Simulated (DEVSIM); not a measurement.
Device: W/SiO2/p-Ge capacitor, at 250 K.

```tsv
layer (left to right)	material	thickness (nm)	Na (cm⁻³)
1	SiO2	21.0	-
2	Ge	1400	1.9e17
```

Metal gate on the left, work function 4.6 eV. Fixed charge at the semiconductor interface 0 cm⁻² (in units of +e); interface traps 9.6e10 cm⁻² eV⁻¹, uniform in energy, neutral level at 0.7 of the gap above the valence band.

This is a model device: material constants are rounded textbook-type values typed into the input, and sizes, dopings and lifetimes were drawn at random. Values at 300 K; Nc and Nv go as T^1.5, mobilities as T to minus their exponent, the gap by Varshni's rule with the affinity fixed.

```csv
parameter,SiO2,Ge
gap (eV),9,0.664
affinity (eV),0.9,4
permittivity,3.9,16
Nc (cm⁻³),-,1.04e19
Nv (cm⁻³),-,6e18
Varshni α (eV/K),-,0.000477
Varshni β (K),-,235
```

Model (solved in DEVSIM): 1D Poisson equation in equilibrium, Boltzmann statistics, complete ionisation; no quantum confinement or tunnelling. Metal contacts follow the ideal Schottky-Mott rule: no Fermi-level pinning, no interface dipoles.

Question: Tabulate band edges, carrier densities and field at 1.0 V on the gate.

Answer: Energies count from the Fermi level of the right contact; mesh points crowd at the junctions.

```tsv
x (μm)	Ec (eV)	Ev (eV)	n (cm⁻³)	p (cm⁻³)	field (V/cm)
0.000	2.700	-6.300	< 1e2	< 1e2	380000
0.001306	2.749	-6.251	< 1e2	< 1e2	380000
0.003916	2.847	-6.153	< 1e2	< 1e2	380000
0.009130	3.043	-5.957	< 1e2	< 1e2	380000
0.01674	3.329	-5.671	< 1e2	< 1e2	380000
0.01952	3.434	-5.566	< 1e2	< 1e2	380000
0.02091	3.486	-5.514	< 1e2	< 1e2	380000
0.02284	0.406	-0.277	5.2e10	1.2e13	90000
0.02637	0.436	-0.247	1.3e10	4.9e13	82000
0.03406	0.493	-0.190	9.2e8	6.8e14	66000
0.05081	0.573	-0.110	2.2e7	2.8e16	31000
0.1053	0.614	-0.069	3300000	1.9e17	250
0.2060	0.614	-0.068	3300000	1.9e17	≈ 0
0.4254	0.614	-0.068	3300000	1.9e17	≈ 0
0.9856	0.614	-0.068	3300000	1.9e17	≈ 0
1.222	0.614	-0.068	3300000	1.9e17	≈ 0
1.330	0.614	-0.068	3300000	1.9e17	≈ 0
1.380	0.614	-0.068	3300000	1.9e17	≈ 0
1.407	0.614	-0.068	3300000	1.9e17	≈ 0
1.415	0.614	-0.068	3300000	1.9e17	≈ 0
1.419	0.614	-0.068	3300000	1.9e17	≈ 0
1.421	0.614	-0.068	3300000	1.9e17	≈ 0
```
